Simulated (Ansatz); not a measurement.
Consider ZrO2 (space group P4_2/nmc, No. 137; a = 3.6013 Å, c = 5.2281 Å).

The values are results of r2SCAN/PAW in Ansatz (a program for electronic structure), scalar-relativistic without spin-orbit coupling, not measurements.

For the base:

- Density = 6.04 g/cm³
- Band gap = 4.60 eV
- Gap character = indirect, k = (0.222, 0.222, 0) in the run's primitive reciprocal basis → Γ

It is then changed as follows: a hydrostatic pressure of 22.5 GPa.

**Question.** What happens to the density, band gap and gap character?

**Answer.** The density rises by 0.60 g/cm³ to 6.64 g/cm³; the band gap shrinks by 0.025 eV to 4.57 eV; the gap character becomes indirect, M–A (57 % along) → Γ (base: indirect, k = (0.222, 0.222, 0) in the run's primitive reciprocal basis → Γ).

Load acts through the strain it causes; cell and atoms are relaxed under it. No phonon test of stability was made. No other phases were tried under pressure. This is not the structure that ZrO2 has at room temperature and ambient pressure.
